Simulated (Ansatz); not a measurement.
## Spinel GeNi2O4

Computed with PBEsol (plane waves, PAW; Ansatz, an electronic-structure program).

Numerical settings: plane-wave cutoff 500 eV, 8×8×8 k mesh, Fermi–Dirac smearing 0.05 eV, spin-polarised start, scalar-relativistic PAW data made under PBE.

Cell (relaxed at this level):

Ni2GeO4 is modelled in the cubic space group Fd-3m, origin choice 1 (No. 227), the spinel structure, Pearson symbol cF56. Cell: a = 8.200 Å, b = 8.200 Å, c = 8.200 Å, α = 90.00°, β = 90.00°, γ = 90.00°. Ge on 8b is coordinated by 4 O at 1.799 Å (tetrahedral). Ni on 16c sees 6 O at 2.037 Å (octahedral). O on 32e is surrounded by 1 Ge at 1.799 Å and 3 Ni at 2.037 Å. (Neighbours: up to the widest gap in distance over summed covalent radii, below 1.35, at either atom; cation-cation and far metal-metal contacts left out.)
(The calculation used a cell of 14 atoms; values per cell refer to that cell.)

band gap: 0.62 eV (on the SCF k mesh)

Note: the magnetic order was assumed, not searched for or taken from measurement; a magnet's gap depends somewhat on the PAW data; the relaxation could not lower the start's symmetry, so the cell can be a saddle point above a distorted one.

Spin–orbit coupling is not included.

Static lattice: no zero-point or thermal effects.
